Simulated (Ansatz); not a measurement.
Consider the following.

```
HfS2
1.0
    3.72522     0.00000     0.00000
   -1.86261     3.22614     0.00000
    0.00000     0.00000    18.93792
Hf S
1 2
Direct
  0.00000   0.00000   0.50000
  0.33333   0.66667   0.57458
  0.66667   0.33333   0.42542
```

Method: PBE with spin-orbit coupling, rigid bands (plane waves, PAW; Ansatz, a quantum-chemistry and plane-wave program). Condition of this run: biaxial strain +2 % with spin-orbit coupling. Cell: cell and atoms relaxed with PBE, then loaded as said.

Task: Predict the hole conductivity mass (n e² τ/σ) at 300 K, by direction if it differs.

Result: 0.32 mₑ.

Task: Predict the electron conductivity mass (n e² τ/σ) at 300 K, by direction if it differs.

Result: 0.50 mₑ.

Task: And the band gap?

Result: 1.47 eV at this level; semilocal functionals usually fall short of the measured gap.

Rigid bands, one relaxation time for all states, no polarons.

Model free-standing layer, not matched to a measured one here: monolayer HfS2.
